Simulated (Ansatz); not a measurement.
System: AlB2-type MgB2. Method: PBE (plane waves, PAW; Ansatz, a first-principles code).

Numerical settings: plane-wave cutoff 520 eV, 24×24×16 k mesh (along the axes of the cell as run), Fermi–Dirac smearing 0.05 eV, scalar-relativistic PAW data made under PBE.

The cell is scaled about its equilibrium volume:

Shape and atoms are relaxed at each volume.

```
V (Å³/atom)  P (GPa)  c (Å)  a (Å)
-----------  -------  -----  -----
9.236           6.30  3.457  3.042
9.428           3.01  3.491  3.059
9.620           0.00  3.524  3.075
9.813          -2.73  3.558  3.091
10.005         -5.23  3.590  3.107
```

Note: the bulk modulus comes from volumes at which shape and atoms were relaxed.
